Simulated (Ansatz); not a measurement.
# GaN (P6_3mc): band-edge transport data

Data:

```
CELL_PARAMETERS angstrom
      3.19839     0.00000     0.00000
     -1.59920     2.76989     0.00000
      0.00000     0.00000     5.06423
ATOMIC_POSITIONS crystal
  Ga 0.33333 0.66667 0.99657
  Ga 0.66667 0.33333 0.49657
  N  0.33333 0.66667 0.37843
  N  0.66667 0.33333 0.87843
```

Method: PBE with spin-orbit coupling, rigid bands (plane waves, PAW; Ansatz, an electronic-structure program). Condition of this run: uniaxial stress along c of 8 GPa (compression positive) (the target of the relaxation). Cell: cell and atoms relaxed with PBEsol, then loaded as said.

The band gap is 1.99 eV and the electron conductivity mass (300 K, dilute) comes out as 0.194 (x), 0.194 (y), 0.185 (z) mₑ. The hole conductivity mass (300 K, dilute) comes out as 1.87 (x), 1.87 (y), 0.38 (z) mₑ and the effective density of states N_c (300 K) is 2.0e18 cm⁻³. The effective density of states N_v (300 K) is 2.8e19 cm⁻³ and the density-of-states mass, electrons comes out as 0.188 mₑ. The density-of-states mass, holes is 1.09 mₑ, the Seebeck coefficient, n-type 1e19 cm⁻³, 300 K is -110 μV/K and the best n-type power factor at 300 K for τ = 10 fs (best axis; densities from 1e16 to 1e21 cm⁻³ tried, whether or not they can be reached) is 1.74 μW/(cm·K²) at 1e19 cm⁻³. The Seebeck coefficient, p-type 1e19 cm⁻³, 300 K comes out as 320 μV/K.

Rigid bands; masses and Seebeck coefficients take one relaxation time τ for all states and one kind of carrier; polarons and phonon drag are left out. Geometry: cell and atoms relaxed with PBEsol.
